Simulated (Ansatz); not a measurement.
**What pressure −1 GPa does to AlN**

The parent structure is AlN in the wurtzite structure (space group P6_3mc, No. 186; a = 3.0888 Å, c = 4.9433 Å).

Modification: a negative pressure, −1 GPa.

Calculations: Ansatz (an electronic-structure program) LDA, no spin-orbit coupling. Settings: 12×12×7 k-points, 0.05 eV Fermi–Dirac smearing.

The volume per atom grows by 0.05 Å³ to 10.26 Å³ and the density drops by 0.016 g/cm³ to 3.32 g/cm³. The lattice parameter a grows by 0.0046 Å to 3.093 Å and the c/a ratio is nearly the same (1.600 against 1.601). The shortest interatomic distance goes up by 0.003 Å (1.876 Å → 1.879 Å) and the enthalpy H = E + PV relative to the base's energy is -0.06 eV/atom. The band gap falls by 0.04 eV, from 4.42 eV to 4.38 eV and the gap character stays direct at Γ. The width of the top valence band stays essentially unchanged (2.44 eV against 2.43 eV) and the electron mass goes from 0.32 mₑ (at Γ) to 0.31 mₑ (at Γ). The valence-band top at Γ (three highest levels, from the VBM) changes from 0.00, -0.23, -0.23 eV to 0.00, -0.22, -0.22 eV.

Final structure:

```yaml
crystal:
  lattice:
    - [3.09337, 0.00000, 0.00000]
    - [-1.54668, 2.67893, 0.00000]
    - [0.00000, 0.00000, 4.95217]
  atoms:
    - { symbol: Al, position: [0.33333, 0.66667, 0.00005] }
    - { symbol: Al, position: [0.66667, 0.33333, 0.50005] }
    - { symbol: N, position: [0.33333, 0.66667, 0.38195] }
    - { symbol: N, position: [0.66667, 0.33333, 0.88195] }
```

Load acts through the strain it causes; cell and atoms are relaxed under it. Effective masses come from finite differences of ±0.01 Å⁻¹. Whether these cells are dynamically stable was not tested.
